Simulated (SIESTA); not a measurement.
Worked example: self-consistent single point of YIn5Rh (P4/mmm, 7 atoms in the cell) in SIESTA.

Method: SIESTA 5.4.2 with LDA PW92, numerical atomic orbitals DZP, PseudoDojo LDA standard norm-conserving potentials (rewritten from UPF to PSML).

```yaml
crystal:
  lattice:
    - [4.63782, 0.00000, 0.00000]
    - [0.00000, 4.63782, 0.00000]
    - [0.00000, 0.00000, 7.44293]
  atoms:
    - { symbol: Y, position: [0.00000, 0.00000, 0.00000] }
    - { symbol: In, position: [0.00000, 0.50000, 0.30143] }
    - { symbol: In, position: [0.00000, 0.50000, 0.69857] }
    - { symbol: In, position: [0.50000, 0.00000, 0.30143] }
    - { symbol: In, position: [0.50000, 0.00000, 0.69857] }
    - { symbol: In, position: [0.50000, 0.50000, 0.00000] }
    - { symbol: Rh, position: [0.00000, 0.00000, 0.50000] }
```

Reference input (self-consistent single point, DFT, GGA PBEsol, numerical atomic orbitals DZP, PseudoDojo PBEsol standard norm-conserving potentials (rewritten from UPF to PSML)): XC.functional = GGA; XC.authors = PBEsol; potentials = PseudoDojo PBEsol standard; PAO.BasisSize = DZP; PAO.EnergyShift = 0.005 Ry; MeshCutoff = 300 Ry; kgrid.MonkhorstPack = 5 5 3; OccupationFunction = FD; ElectronicTemperature = 136 meV; MaxSCFIterations = 150; SCF.Mixer.Method = Pulay; SCF.Mixer.Weight = 0.25. This run's input differs from it in these lines:

```diff
@@ -1,2 +1,2 @@
-# files in the folder: Y.psml In.psml Rh.psml (PseudoDojo PBEsol standard)
+# files in the folder: Y.psml In.psml Rh.psml (PseudoDojo LDA standard)
 SystemName  YIn5Rh
@@ -28,4 +28,4 @@
 
-XC.functional                GGA
-XC.authors                   PBEsol
+XC.functional                LDA
+XC.authors                   PW92
 PAO.BasisSize                DZP
```

Output, abridged:

```
        iscf     Eharris(eV)        E_KS(eV)     FreeEng(eV)     dDmax    Ef(eV) dHmax(eV)
   scf:    1   -13272.093254   -13309.801119   -13309.979777  1.251232 -4.174708 17.308943
   scf:    2   -13281.430663   -13309.165231   -13309.349385  0.483845 -4.635244 16.466327
   scf:    3   -13320.846847   -13317.470940   -13317.638306  0.097964 -4.554774  2.722370
   scf:    4   -13317.914314   -13317.967109   -13318.134836  0.102479 -4.548352  1.667625
   scf:    5   -13318.173961   -13318.102311   -13318.272673  0.101988 -4.618450  0.110876
   [... 2 lines left out ...]
   scf:    8   -13318.103422   -13318.103724   -13318.274217  0.002197 -4.627049  0.033797
   scf:    9   -13318.103781   -13318.103766   -13318.274250  0.000336 -4.626784  0.001519
   scf:   10   -13318.103753   -13318.103760   -13318.274250  0.000162 -4.627025  0.000612
   scf:   11   -13318.103755   -13318.103757   -13318.274250  0.000053 -4.627120  0.000128
SCF Convergence by DM+H criterion
max |DM_out - DM_in|         :     0.0000525497
max |H_out - H_in|      (eV) :     0.0001275050
SCF cycle converged after 11 iterations

Using DM_out to compute the final energy and forces

siesta: E_KS(eV) =           -13318.1038

siesta: E_KS - E_eggbox =    -13318.1038

siesta: Atomic forces (eV/Ang):
     1    0.000000   -0.000000   -0.000000
     2    0.000000   -0.000000   -0.026848
     3   -0.000000   -0.000000    0.026848
     4   -0.000000   -0.000000   -0.026848
     5    0.000000   -0.000000    0.026848
     6    0.000000    0.000000   -0.000000
     7   -0.000000    0.000000    0.000000
   Tot    0.000000   -0.000000   -0.000001
   Max    0.026848
   Res    0.011717    sqrt( Sum f_i^2 / 3N )
   Max    0.026848    constrained

   [... lines left out ...]
siesta: FreeEng =    -13318.274250
   [... lines left out ...]
siesta:     0.028690    0.000000    0.000000
siesta:     0.000000    0.028690    0.000000
siesta:    -0.000000   -0.000000    0.029111

siesta: Cell volume =        160.092768 Ang**3

siesta: Pressure (static):
siesta:                Solid            Molecule  Units
siesta:          -0.00031400         -0.00031760  Ry/Bohr**3
siesta:          -0.02883023         -0.02916070  eV/Ang**3
siesta:         -46.19111326        -46.72058669  kBar
```

The run converged in 11 iterations. Against the reference run the pressure goes from -1.96 to -4.62 GPa and the largest force goes from 0.092 to 0.027 eV/Å.

The starting cell comes from a database of computed structures (which also holds hypothetical and non-ambient phases and stackings), without a prior relaxation at this level. Spin polarisation is off. Values carry the incompleteness of an atom-centred basis. With a pressure of about -5 GPa the cell is away from its equilibrium volume at this level.

Cost on one core of a shared machine: roughly 2 min.
